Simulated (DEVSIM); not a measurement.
**Schottky contact on n-type Si**

Device: Schottky contact on n-type Si, at 300 K.

| layer (left to right) | material | thickness (μm) | Nd (cm⁻³) | τn (s) | τp (s) |
|---|---|---|---|---|---|
| 1 | Si | 7.40 | 4.6e16 | 8e-7 | 2.4e-6 |
| 2 | Si | 1.30 | 6.9e17 | 8e-7 | 8e-7 |

Left contact: Schottky, work function 4.91 eV, emission velocity 1.2e7 cm/s. Right contact: ohmic. Voltage is applied to the left contact. Recombination: SRH at mid-gap. Mobility is μmin + (μ − μmin)/(1 + (N/Nref)^α).

Constants are typed, rounded textbook-type inputs, not results; the design itself was drawn at random and stands for no fabricated device. Values at 300 K.

```tsv
parameter	Si
gap (eV)	1.124
affinity (eV)	4.05
permittivity	11.7
Nc (cm⁻³)	2.86e19
Nv (cm⁻³)	3.1e19
μn (cm²/Vs)	1417
μp (cm²/Vs)	470
μn,min	52
μp,min	45
Nref,n	9.7e16
Nref,p	2.2e17
αn	0.68
αp	0.72
```

Simulated with DEVSIM: 1D drift-diffusion, Boltzmann statistics, complete ionisation; no tunnelling, impact ionisation, image-force lowering or self-heating. Metal contacts follow the ideal Schottky-Mott rule: no Fermi-level pinning, no interface dipoles.

The potential step across the device at zero bias comes out as 0.764 V. The dark forward voltage at 1 A/cm² is 0.405 V and the dark forward voltage at 100 A/cm² comes out as 0.539 V.

Dark forward current:

```json
[
 {"V (V)": "0.05", "J (A/cm²)": "1.0e-6"},
 {"V (V)": "0.10", "J (A/cm²)": "8.0e-6"},
 {"V (V)": "0.15", "J (A/cm²)": "5.6e-5"},
 {"V (V)": "0.25", "J (A/cm²)": "0.0026"},
 {"V (V)": "0.30", "J (A/cm²)": "0.018"},
 {"V (V)": "0.35", "J (A/cm²)": "0.12"},
 {"V (V)": "0.40", "J (A/cm²)": "0.84"},
 {"V (V)": "0.50", "J (A/cm²)": "33"},
 {"V (V)": "0.55", "J (A/cm²)": "140"},
 {"V (V)": "0.60", "J (A/cm²)": "350"},
 {"V (V)": "0.65", "J (A/cm²)": "650"},
 {"V (V)": "0.75", "J (A/cm²)": "1400"},
 {"V (V)": "0.80", "J (A/cm²)": "1700"},
 {"V (V)": "0.85", "J (A/cm²)": "2100"}
]
```
